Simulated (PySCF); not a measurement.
PySCF 2.14.0, unrestricted WB97X/def2-tzvp, df: fluoroethane anion (CCF), charge -1, multiplicity 2, 8 atoms. The geometry is a generated start, not checked to be a minimum at this level.

- task = energy
- method = wb97x
- basis = def2-tzvp
- two-electron scheme = density fitting
- mol.max_memory = 3000 MB
- mf.max_cycle = 100
- mf.conv_tol = 1e-09 (default)
- mf.grids.level = 3 (default)
- basis functions = 123
- grid points = 91544

```xyz
8

C      0.7733     0.1013     0.0460
C     -0.7200    -0.1610     0.0006
F     -1.3531     0.8151    -0.7334
H      1.2592    -0.6736     0.6315
H      1.1873     0.1008    -0.9595
H      0.9688     1.0685     0.5030
H     -1.1672    -0.1375     1.0000
H     -0.9484    -1.1137    -0.4882
```

Charge -1 and multiplicity 2 are set for this test and not shown to be the ground state.

With the defaults (mf.init_guess = minao, mf.DIIS = CDIIS, mf.level_shift = 0, mf.diis = true, mf.damp = 0, mf.diis_start_cycle = 1, mf.diis_space = 8, newton = off) it converges in 20 Fock builds. One run each on 2 threads, 1 BLAS thread, with these changes:
- mf.diis = false, mf.damp = 0.7, mf.diis_start_cycle = 999
- mf.diis_space = 3
- mf.diis = false
- mf.DIIS = EDIIS
- mf.init_guess = 1e
- mf.level_shift = 0.1 Hartree
- mf.level_shift = 1 Hartree
- mf.init_guess = mod_huckel
- newton = Hessian by the SCF's own integrals

Q: Which runs fail or end elsewhere than the default run?

A: No convergence: mf.DIIS = EDIIS; mf.level_shift = 1 Hartree; mf.diis = false; mf.diis = false, mf.damp = 0.7, mf.diis_start_cycle = 999 (the run ends without SCF convergence in 100 cycles). Another solution: mf.init_guess = 1e (950 meV higher). The rest reach the solution of the defaults.

| setting | Fock builds | end |
|---|---|---|
| mf.init_guess = mod_huckel | 19 | same solution |
| the defaults | 20 | same solution |
| mf.level_shift = 0.1 Hartree | 26 | same solution |
| mf.diis_space = 3 | 33 | same solution |
| newton = Hessian by the SCF's own integrals | 40 | same solution |
| mf.init_guess = 1e | 44 | other solution, 950 meV higher |
| mf.DIIS = EDIIS | 101 | no convergence |
| mf.level_shift = 1 Hartree | 101 | no convergence |
| mf.diis = false | 101 | no convergence |
| mf.diis = false, mf.damp = 0.7, mf.diis_start_cycle = 999 | 101 | no convergence |

Under newton the count holds the products with the orbital Hessian.
